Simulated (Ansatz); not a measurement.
**BaTiO3, pressure series**

Base system: BaTiO3 (space group P4mm, No. 99; a = 3.972 Å, c = 4.113 Å).

Cell and atoms are relaxed at each pressure.

Computed with r2SCAN (Ansatz, a program for electronic structure), no SOC.

```
change               density  band gap  shortest interatomic distance
----------------  ----------  --------  -----------------------------
base              5.97 g/cm³   2.23 eV                        1.821 Å
pressure −2 GPa   5.85 g/cm³   2.21 eV                        1.808 Å
pressure −1 GPa   5.91 g/cm³   2.22 eV                        1.815 Å
pressure 1.8 GPa  6.06 g/cm³   2.24 eV                        1.833 Å
pressure 4.2 GPa  6.16 g/cm³   2.26 eV                        1.848 Å
pressure 9 GPa    6.34 g/cm³   2.30 eV                        1.882 Å
pressure 18 GPa   6.60 g/cm³   2.38 eV                        1.942 Å
pressure 30 GPa   6.89 g/cm³   2.41 eV                        1.915 Å
pressure 45 GPa   7.21 g/cm³   2.43 eV                        1.887 Å
pressure 60 GPa   7.49 g/cm³   2.44 eV                        1.863 Å
```

Load acts through the strain it causes; cell and atoms are relaxed under it. No phonon test of stability was made. Competing high-pressure phases were not computed. The final runs are not spin-polarised. Along this pressure series the structure jumps between pressure 9 GPa and pressure 18 GPa; cells beyond that are another form of it.
